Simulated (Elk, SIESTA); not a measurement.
An Elk input for a self-consistent single point of HfAu (P4/nmm, 4 atoms in the cell) (DFT, PBEsol, spin-orbit coupling in second variation, all-electron FP-LAPW, Elk's shipped species files, APW+lo basis with extra local orbitals):

```
tasks
  0

xctype
  22

spinorb
  .true.

rgkmax
  7.5

gmaxvr
  14.0

nxlo
  2

lorbcnd
  .true.

rmtscf
  0.9

lmaxi
  2

nempty
  10

stype
  0

swidth
  0.00367493

maxscl
  100

scale
  6.583541257

avec
    1.0000000000    0.0000000000    0.0000000000
    0.0000000000    1.0000000000    0.0000000000
    0.0000000000    0.0000000000    1.8142290448

atoms
  2
  'Hf.in'
  2
  0.0000000000  0.5000000000  0.8515800000    0.0 0.0 0.0
  0.5000000000  0.0000000000  0.1484200000    0.0 0.0 0.0
  'Au.in'
  2
  0.0000000000  0.5000000000  0.3714300000    0.0 0.0 0.0
  0.5000000000  0.0000000000  0.6285700000    0.0 0.0 0.0

ngridk
  8 8 4
```

Question: Write the same calculation as an input for SIESTA.

Answer: One input that does it (others would too):

```
# files in the folder: Hf.psml Au.psml (PseudoDojo PBEsol fully relativistic)
SystemName  HfAu
SystemLabel siesta

NumberOfAtoms                4
NumberOfSpecies              2
%block ChemicalSpeciesLabel
  1 72 Hf
  2 79 Au
%endblock ChemicalSpeciesLabel
LatticeConstant              1.0 Ang
%block LatticeVectors
     3.483860000    0.000000000    0.000000000
     0.000000000    3.483860000    0.000000000
     0.000000000    0.000000000    6.320520000
%endblock LatticeVectors
AtomicCoordinatesFormat      Ang
%block AtomicCoordinatesAndAtomicSpecies
     0.000000000    1.741930000    5.382428422  1
     1.741930000    0.000000000    0.938091578  1
     0.000000000    1.741930000    2.347630744  2
     1.741930000    0.000000000    3.972889256  2
%endblock AtomicCoordinatesAndAtomicSpecies

XC.functional                GGA
XC.authors                   PBEsol
PAO.BasisSize                TZP
PAO.EnergyShift              0.01 Ry
MeshCutoff                   300 Ry
%block kgrid.MonkhorstPack
    8   0   0  0.0
    0   8   0  0.0
    0   0   4  0.0
%endblock kgrid.MonkhorstPack
OccupationFunction           MP
OccupationMPOrder            0
ElectronicTemperature        100.0 meV
Spin                         spin-orbit
%block DM.InitSpin
  1 0.00 0.00 0.00
  2 0.00 0.00 0.00
  3 0.00 0.00 0.00
  4 0.00 0.00 0.00
%endblock DM.InitSpin

MaxSCFIterations             150
SCF.Mixer.Method             Broyden
SCF.Mixer.Weight             0.2
SCF.Mixer.History            6
SCF.DM.Tolerance             1.0E-04
Diag.ParallelOverK           true
WriteForces                  true
```

Basis settings and potentials, where a program has them, do not carry over. This input uses DFT, GGA PBEsol with spin-orbit coupling, numerical atomic orbitals TZP, PseudoDojo PBEsol fully relativistic norm-conserving potentials (rewritten from UPF to PSML).

The starting cell comes from a database of computed structures (which also holds hypothetical and non-ambient phases and stackings), without a prior relaxation at this level.
